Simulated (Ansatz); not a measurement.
The reference is Bi₂Se₃ in the Bi2Te3 type structure (space group R-3m, No. 166).

```
Bi2Se3
1.0
    2.07220     1.19638     9.48183
   -2.07220     1.19638     9.48183
    0.00000    -2.39277     9.48183
Bi Se
2 3
Direct
  0.40088   0.40088   0.40088
  0.59912   0.59912   0.59912
  0.00000   0.00000   0.00000
  0.21052   0.21052   0.21052
  0.78948   0.78948   0.78948
```

Levels (all Ansatz, a program for electronic structure, PAW, earlier PAW set): PBE-D3(BJ) (420 eV, no spin-orbit coupling); r2SCAN (500 eV, no spin-orbit coupling); HSE06 (420 eV, no spin-orbit coupling).

One geometry, relaxed with PBE-D3(BJ), under each level:

```json
[
 {"level": "PBE-D3(BJ)", "band gap": "0.16 eV", "lowest conduction level above the VBM at special points": "Γ 0.16 eV; T 0.68 eV; L 0.78 eV; F 1.29 eV"},
 {"level": "r2SCAN", "band gap": "0.43 eV", "lowest conduction level above the VBM at special points": "Γ 0.43 eV; T 0.86 eV; L 1.02 eV; F 1.51 eV"},
 {"level": "HSE06", "band gap": "[?]", "lowest conduction level above the VBM at special points": "[?]"}
]
```

Task: Give the withheld HSE06 results.

Result: 
- HSE06, band gap: 0.58 eV
- HSE06, lowest conduction level above the VBM at special points: Γ 0.58 eV; T 1.06 eV; L 1.22 eV

Single points use the geometry relaxed with PBE-D3(BJ). With Bi present, leaving out spin-orbit coupling can change the band edges. No phonon test of stability was made. A zero or small gap of Bi2Se3 can be the functional's error rather than a property of the material.
